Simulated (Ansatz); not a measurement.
How far PBE and PBEsol part for hypothetical CsCl type NbAs

The reference is NbAs in the CsCl type structure (space group Pm-3m, No. 221; a = 3.218 Å; a hypothetical phase, not in the database extracts checked).

(Cell as relaxed with PBE.)

Levels (all Ansatz, a program for electronic structure, PAW): PBE (420 eV, no SOC); PBEsol (420 eV, spin-orbit coupling left out).

Each level relaxes its own structure.

| quantity | PBE | PBEsol |
|---|---|---|
| volume per atom | 16.66 Å³ | ___ |
| lattice parameter a | 3.218 Å | ___ |
| band gap | zero | ___ |

Task: What does PBEsol give?

Result: 
- volume per atom, PBEsol: 16.08 Å³
- lattice parameter a, PBEsol: 3.180 Å
- band gap, PBEsol: zero

PBE's volume per atom lies 0.58 Å³ above PBEsol's (3.6 %); PBE's lattice parameter a lies 0.038 Å above PBEsol's (1.2 %); the two agree on the band gap. Neither level is exact; PBEsol is the comparison here, not a measurement.

Whether these cells are dynamically stable was not tested. All final runs are without spin polarisation.
